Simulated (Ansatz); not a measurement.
Rutile MgH₂, treated with LDA (PAW; Ansatz, an electronic-structure program).

Run with plane-wave cutoff 520 eV, 6×6×8 k mesh (along the axes of the cell as run), scalar-relativistic PAW data made under PBE.

Computed at the level's own relaxed cell.

Hill averages of the elastic tensor: K = 54.3 GPa, G = 33.9 GPa. Volume 9.718 Å³/atom, mean atomic mass 8.774 u.

Work out the density, the sound velocities of a polycrystal and the elastic Debye temperature at this level.

ρ = 1.66054 × 8.774/9.718 = 1.499 g/cm³. v_l = √[(K + 4G/3)/ρ] = 8.147 km/s and v_t = √(G/ρ) = 4.756 km/s. The mean follows from 3/v_m³ = 1/v_l³ + 2/v_t³: v_m = 5.275 km/s. Θ_D = (ħ/k_B) v_m (6π²/V)^(1/3) = 76.38 K Å s/km × 5.275 × 1.8265 Å⁻¹ = 736 K, counting all atoms of the cell.
